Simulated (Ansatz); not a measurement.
The parent structure is TiO2 in the rutile structure (space group P4_2/mnm, No. 136; a = 4.5481 Å, c = 2.9171 Å). Axes: x, y, z lie along a, b, c of the conventional cell.

Method: plane-wave PAW DFT at the LDA level (Ansatz, a program for electronic structure, 420 eV), spin-orbit coupling left out.

The change: uniaxial strain ε_zz = +1.80 %, all other strain components held at zero; the atoms relax in the strained cell.

### Question
Predict the stress tensor and what it implies for the stiffness.

### Answer
Stress of the strained cell less that of the base (GPa, compression positive):
```
  -3.04    0.00    0.00
   0.00   -3.04    0.00
   0.00    0.00   -9.00
```

Then −Δσ_ii/ε with ε = 0.0180 gives secant stiffness values (nonlinear terms included at this strain): C33 ≈ 500 GPa, C13 ≈ 169 GPa and C23 ≈ 169 GPa.

As a check, the harmonic strain energy −½ V₀ Δσ:ε is 5.1 meV/atom; the computed energy rise is 5.2 meV/atom.

Whether these cells are dynamically stable was not tested. All final runs are without spin polarisation.
